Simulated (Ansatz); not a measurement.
Fluorite CoSi₂ was calculated with BLYP (plane waves, PAW; Ansatz, an electronic-structure program).

Settings: plane-wave cutoff 520 eV, 22×22×22 k mesh, Fermi–Dirac smearing 0.061 eV (set by the program), no spin polarisation, scalar-relativistic PAW data made under PBE.

Cell (relaxed at this level):

```
CELL_PARAMETERS angstrom
      0.00000     2.71781     2.71781
      2.71781     0.00000     2.71781
      2.71781     2.71781     0.00000
ATOMIC_POSITIONS crystal
  Co 0.00000 0.00000 0.00000
  Si 0.25000 0.25000 0.25000
  Si 0.75000 0.75000 0.75000
```

**Question.** Estimate the elastic constant C12, Voigt–Reuss–Hill bulk modulus, Poisson ratio, elastic constant C44 and elastic constant C11 that the calculation returns.

**Answer.** 
elastic constant C12: 123 GPa
Voigt–Reuss–Hill bulk modulus: 147 GPa
Poisson ratio: 0.329
elastic constant C44: 77.3 GPa
elastic constant C11: 196 GPa

Elastic constants are with the ions relaxed.

It cost very roughly 15 core-minutes of CPU time.
